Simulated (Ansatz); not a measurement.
TiS (R-3m, No. 166, 6 atoms in the cell; start mp-557762) was calculated with LDA (Ansatz, a program for electronic structure, PAW).

Settings: plane-wave cutoff 520 eV, 18×18×18 k mesh, Fermi–Dirac smearing 0.05 eV, no spin polarisation, scalar-relativistic PAW data made under PBE.

Cell (relaxed at this level):

Space group R-3m, hexagonal axes (No. 166); a = b = 3.3650 Å, c = 26.1873 Å, α = β = 90.00°, γ = 120.00°

| atom | site | symmetry | x | y | z |
|---|---|---|---|---|---|
| Ti | 3b | -3m | 0.0000 | 0.0000 | 0.5000 |
| Ti | 6c | 3m | 0.0000 | 0.0000 | 0.3819 |
| S | 3a | -3m | 0.0000 | 0.0000 | 0.0000 |
| S | 6c | 3m | 0.0000 | 0.0000 | 0.2233 |
(The calculation used a cell of 6 atoms; values per cell refer to that cell.)

### Question
What does this level give for the bulk modulus B0?

### Answer

- bulk modulus B0 = 154 GPa

Note: the run has no spin polarisation, so it can have missed a magnetic state; the bulk modulus is −V dP/dV from two relaxed cells at ±2 % in volume; the relaxation could not lower the start's symmetry, so the cell can be a saddle point above a distorted one.

The result took about 10 core-minutes (a rough figure).

A start named mp-… is a Materials Project structure, which need not be a measured phase.
